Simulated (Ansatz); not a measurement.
# hcp Mg (1 1 0) on monoclinic HfO2 (1 0 0) (film strained to the substrate, faces as cut)

A periodic stack without vacuum, hcp Mg (1 1 0) on monoclinic HfO2 (1 0 0) (film strained to the substrate, faces as cut): substrate slab Hf12O24, film Mg12, surface cells [[0, 1], [-1, 0]] and [[0, 1], [-1, 0]], film strained by -3.4 and +0.6 %, faces O/O and Mg/Mg as cut (like faces can put a slab off its formula).

The start was prepared with a machine-learned potential, and the result is one local minimum, with the in-plane cell held and forces under 0.04 eV/Å; the film can end far from its bulk form.

Level of theory: PBE (plane waves to 420 eV, PAW; Ansatz, a first-principles code). Scalar-relativistic, without spin–orbit coupling; the runs are not spin-polarised; PBE gaps are too small against experiment. Its k-point mesh 5×5×1, Fermi–Dirac width 0.05 eV.

The interface area is 27.9 Å² and the period is 25.43 Å. The gaps between the outermost planes at the two interfaces is 1.17 and 1.21 Å. The Hf–Mg contacts across the interfaces within 1.22 times the sum of covalent radii is 12, mean 3.48 Å and the Mg–O contacts across the interfaces within 1.22 times the sum of covalent radii is 6, mean 2.10 Å. The hole barrier (PBE) is 3.67 eV and the electron barrier (PBE) comes out as 0.37 eV.

```
CELL_PARAMETERS angstrom
      5.35224     0.00025     0.04884
      0.00015     5.21183    -0.04297
      0.68708    -2.39186    25.46075
ATOMIC_POSITIONS crystal
  Hf 0.49032 0.51478 0.06686
  Hf 0.98110 0.46726 0.15598
  Hf 0.48101 0.05521 0.15567
  Hf 0.98806 0.91920 0.06440
  O  0.69231 0.75439 0.02462
  O  0.79812 0.20420 0.19743
  O  0.29976 0.36168 0.19777
  O  0.20626 0.65125 0.02026
  O  0.72053 0.23946 0.09946
  O  0.74575 0.73695 0.12262
  O  0.24624 0.74969 0.12059
  O  0.21921 0.22803 0.10093
  Hf 0.28817 0.61082 0.26628
  Hf 0.78304 0.56890 0.35597
  Hf 0.28327 0.15560 0.35611
  Hf 0.78803 0.02381 0.26620
  O  0.46847 0.87608 0.22449
  O  0.60204 0.30479 0.39801
  O  0.10047 0.46056 0.39805
  O  0.96955 0.71733 0.22467
  O  0.52198 0.34202 0.30119
  O  0.54927 0.83784 0.32112
  O  0.04941 0.85203 0.32142
  O  0.02233 0.32717 0.30096
  Hf 0.08582 0.71197 0.46639
  Hf 0.57283 0.67017 0.55868
  Hf 0.07642 0.26098 0.55515
  Hf 0.58687 0.12555 0.46671
  O  0.27489 0.97229 0.42470
  O  0.28164 0.53111 0.59944
  O  0.79359 0.45433 0.60318
  O  0.77327 0.82015 0.42409
  O  0.33016 0.43875 0.49947
  O  0.33698 0.95056 0.52378
  O  0.83757 0.94966 0.52137
  O  0.82970 0.43540 0.50217
  Mg 0.65001 0.19433 0.65246
  Mg 0.02514 0.72889 0.64931
  Mg 0.15485 0.23673 0.71716
  Mg 0.49689 0.74319 0.71974
  Mg 0.64565 0.27095 0.77932
  Mg 0.98521 0.77170 0.77765
  Mg 0.13385 0.30124 0.84362
  Mg 0.47250 0.80546 0.84510
  Mg 0.62065 0.33040 0.90611
  Mg 0.96206 0.83061 0.90315
  Mg 0.09441 0.34422 0.96982
  Mg 0.46012 0.88833 0.97281
```
